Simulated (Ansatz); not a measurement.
Take WSi2 (space group I4/mmm, No. 139; a = 3.185 Å, c = 7.773 Å; relaxed with 0.1 eV smearing) as the base.

Method: DFT with LDA, PAW potentials and a 420 eV plane-wave cutoff in Ansatz (a first-principles code), spin-orbit coupling left out.

Now apply this change: an isotropic linear strain of +3.00 %; the atoms relax in the strained cell.

**Question.** Estimate the effect on the energy relative to the base.

**Answer.** The energy rises by 72 meV/atom.

**Question.** What happens to the largest internal atomic displacement?

**Answer.** The largest internal atomic displacement is 0.014 Å.

Whether these cells are dynamically stable was not tested. The final runs are not spin-polarised.
